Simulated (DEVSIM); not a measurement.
Structure: Co/Al2O3/n-Si capacitor, at 400 K.

Layer 1 from the left is Al2O3, thickness (nm) 12.0. Layer 2 from the left is Si, thickness (nm) 3200, Nd (cm⁻³) 3.3e16.

Metal gate on the left, work function 5 eV. Fixed charge at the semiconductor interface 0 cm⁻² (in units of +e); interface traps 2.3e11 cm⁻² eV⁻¹, uniform in energy, neutral level at 0.7 of the gap above the valence band.

This is a model device: material constants are rounded textbook-type values typed into the input, and sizes, dopings and lifetimes were drawn at random. Values at 300 K; Nc and Nv go as T^1.5, mobilities as T to minus their exponent, the gap by Varshni's rule with the affinity fixed.

Al2O3: gap (eV) 6.8, affinity (eV) 1.35, permittivity 9. Si: gap (eV) 1.124, affinity (eV) 4.05, permittivity 11.7, Nc (cm⁻³) 2.86e19, Nv (cm⁻³) 3.1e19, Varshni α (eV/K) 0.000473, Varshni β (K) 636.

Model (solved in DEVSIM): 1D Poisson equation in equilibrium, Boltzmann statistics, complete ionisation; no quantum confinement or tunnelling. Metal contacts follow the ideal Schottky-Mott rule: no Fermi-level pinning, no interface dipoles.

Q: What does the simulation give for the minimum of the low-frequency capacitance, the flat-band voltage?

A: minimum of the low-frequency capacitance 0.100 μF/cm²; flat-band voltage 0.71 V.
